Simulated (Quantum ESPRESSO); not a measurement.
# Habitual settings against a tight run: PtSb2 (Pa-3, 12 atoms in the cell)

Self-consistent single point.

```
CELL_PARAMETERS angstrom
      6.50118     0.00000     0.00000
      0.00000     6.50118     0.00000
      0.00000     0.00000     6.50118
ATOMIC_POSITIONS crystal
  Sb 0.62500 0.87500 0.12500
  Sb 0.12500 0.62500 0.87500
  Sb 0.62500 0.62500 0.62500
  Sb 0.37500 0.37500 0.37500
  Sb 0.87500 0.12500 0.62500
  Sb 0.87500 0.37500 0.12500
  Sb 0.12500 0.87500 0.37500
  Sb 0.37500 0.12500 0.87500
  Pt 0.00000 0.50000 0.50000
  Pt 0.50000 0.00000 0.50000
  Pt 0.00000 0.00000 0.00000
  Pt 0.50000 0.50000 0.00000
```

Level of theory: PBE, PSlibrary PAW (PBE) pseudopotentials (plane waves; Quantum ESPRESSO 7.5).

Base settings: ecutwfc = 45 Ry; ecutrho = 450 Ry; occupations = smearing; smearing = fermi-dirac; degauss = 0.000734986 Ry; potentials = {Sb: Sb.pbe-n-kjpaw_psl.1.0.0.UPF, Pt: Pt.pbe-n-kjpaw_psl.1.0.0.UPF}; K_POINTS = automatic 3 3 3 0 0 0; conv_thr = 1e-10 Ry; mixing_beta = 0.7.

Tight run (finer mesh or higher cutoff; not a proven limit): ecutwfc: 45 Ry → 63 Ry; ecutrho: 450 Ry → 630 Ry; conv_thr: 1e-10 Ry → 7.3e-11 Ry; K_POINTS: automatic 3 3 3 0 0 0 → automatic 5 5 5 0 0 0. It gave Fermi level (on the code's own zero) 10.01 eV; pressure 2.40 GPa; largest force (vector length) 0.058 eV/Å.

Quick runs, as changes from the base:
- A: the base itself
- B: ecutwfc: 45 Ry → 36 Ry; ecutrho: 450 Ry → 360 Ry; smearing: fermi-dirac → methfessel-paxton; degauss: 0.000734986 Ry → 0.036749 Ry; pseudopotentials: {Sb: Sb.pbe-n-kjpaw_psl.1.0.0.UPF, Pt: Pt.pbe-n-kjpaw_psl.1.0.0.UPF} → {Sb: Sb.pz-n-kjpaw_psl.1.0.0.UPF, Pt: Pt.pz-n-kjpaw_psl.1.0.0.UPF}; K_POINTS: automatic 3 3 3 0 0 0 → automatic 2 2 2 0 0 0 [LDA (PZ)]
- C: degauss: 0.000734986 Ry → 0.0147 Ry; conv_thr: 1e-10 Ry → 7.3e-06 Ry; pseudopotentials: {Sb: Sb.pbe-n-kjpaw_psl.1.0.0.UPF, Pt: Pt.pbe-n-kjpaw_psl.1.0.0.UPF} → {Sb: Sb.pz-n-kjpaw_psl.1.0.0.UPF, Pt: Pt.pz-n-kjpaw_psl.1.0.0.UPF}; K_POINTS: automatic 3 3 3 0 0 0 → automatic 4 4 4 0 0 0 [LDA (PZ)]
- D: ecutwfc: 45 Ry → 27 Ry; ecutrho: 450 Ry → 270 Ry; smearing: fermi-dirac → methfessel-paxton; degauss: 0.000734986 Ry → 0.019992 Ry; K_POINTS: automatic 3 3 3 0 0 0 → automatic 1 1 1 0 0 0

Energies are extrapolated to zero smearing width, which holds to low order in the width alone (under cold and Methfessel-Paxton smearing the free energy itself is taken).

Dashes: energy of B, C, another energy zero; pressure of C, not trusted under this conv_thr with d or f elements.

† marks runs with another functional, U, potentials or spin treatment: their distance from the tight run is not a convergence error alone.

The count of work is k-points × plane waves × bands × iterations; it is no time. Core times come from one kind of shared machine and are given to one figure; runs under 30 s give none.

The starting cell has typed, rounded lattice constants, without a prior relaxation at this level. Its lattice was rescaled by a random factor within 2.5 % of one. Spin polarisation is off.

| run | energy less tight (meV/atom) | pressure less tight (GPa) | largest miss in a force vector (eV/Å) | count of work / tight | core time / tight (rough) |
|---|---|---|---|---|---|
| A | 17.7 | 0.08 | 0.055 | 0.27 | 0.5 |
| B† | – | -6.74 | 0.135 | 0.21 | 0.3 |
| C† | – | – | 0.010 | 0.37 | 0.4 |
| D | -287.2 | -0.99 | 2.755 | 0.027 | 0.2 |

Among the runs at the tight run's level, the energy misses run from 17.7 to 287.2 meV/atom.

Left out of this page: 2 runs of the series outside the window shown, repeating another row's setting, or not comparable.
